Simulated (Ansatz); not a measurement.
Worked calculations on one periodic cell of amorphous Zr$_{20}$O$_{45}$Nb$_{2}$: Zr20O45Nb2, 67 atoms, volume 866.2 Å³, made by a melt-quench on the CHGNet potential and relaxed with DFT. O atoms were pushed apart under 1.9 Å during the dynamics, to hinder bonds among them. It is a model cell: composition and starting density were chosen by hand, and all elements were melted together. Cycles of charging were run to anneal it. Level of theory: PBE, scalar-relativistic without spin-orbit coupling (plane waves to 420 eV, PAW; Ansatz, a quantum-chemistry and plane-wave program). Sampling: a 2×2×2 Γ-centred mesh; Fermi-Dirac width 0.02 eV; no spin polarisation. Its volume was held where the quench left it, its shape was free, and it stands at a mean pressure of -2.8 GPa with stress components up to 2.8 GPa; the relaxation ran on the zone centre alone. Its density went from a set 5.23 to 5.23 g/cm³. The cell is small and was quenched far faster than a real film, so it is one sample of the glass.

Question: Count formal charges (Zr +4, O -2, Nb +5). What does the count lead one to expect at the Fermi level, and what does the calculation give?

Answer: 20 × (+4) + 45 × (-2) + 2 × (+5) = 0. The charges balance, so the anion-derived valence states can be full and a gap can open. On this mesh the highest filled and lowest empty level lie 2.94 eV apart, the PBE gap of this cell, with a localised state at one edge or both.

Four energies for an added electron at PBE on the zone centre alone (charged cells in a uniform background, spin-polarised): neutral at the neutral geometry -118418.152 eV; charged at the neutral geometry -118406.008 eV; charged and relaxed -118406.298 eV; neutral at the charged geometry -118417.728 eV.

Question: Find the two relaxation energies and their sum, the reorganisation energy.

Answer: On charging: -118406.008 − (-118406.298) = 0.290 eV. On discharging: -118417.728 − (-118418.152) = 0.424 eV. The sum is 0.714 eV. The carrier's level spreads over 3 of the 67 atoms' worth, so it counts as localised, most on one Nb atom with neighbours O 1.96 Å, O 2.00 Å, O 2.05 Å, O 2.07 Å, O 2.11 Å, O 2.18 Å, O 2.20 Å (neutral geometry). The values are uncorrected: the image energy of a point charge in this cell, 2.84 × 14.40 / (2 × 9.5) = 2.1 eV before screening, is screened by electrons alone at the fixed geometry and by ions too after relaxing, and the carrier can be spread before it relaxes, so each term can be off by up to that value times 1/ε∞, some tenths of an eV. PBE's self-interaction favours spread-out carriers, so a hybrid can localise more.

Four energies for a hole at PBE on the zone centre alone (charged cells in a uniform background, spin-polarised): neutral at the neutral geometry -118418.152 eV; charged at the neutral geometry -118426.988 eV; charged and relaxed -118427.353 eV; neutral at the charged geometry -118417.186 eV.

Question: Find the two relaxation energies and their sum, the reorganisation energy.

Answer: On charging: -118426.988 − (-118427.353) = 0.365 eV. On discharging: -118417.186 − (-118418.152) = 0.966 eV. The sum is 1.331 eV. The carrier's level spreads over 3 of the 67 atoms' worth, so it counts as localised, most on one O atom with neighbours Zr 2.05 Å, Zr 2.14 Å, Zr 2.38 Å (neutral geometry). The values are uncorrected: the image energy of a point charge in this cell, 2.84 × 14.40 / (2 × 9.5) = 2.1 eV before screening, is screened by electrons alone at the fixed geometry and by ions too after relaxing, and the carrier can be spread before it relaxes, so each term can be off by up to that value times 1/ε∞, some tenths of an eV. PBE's self-interaction favours spread-out carriers, so a hybrid can localise more.
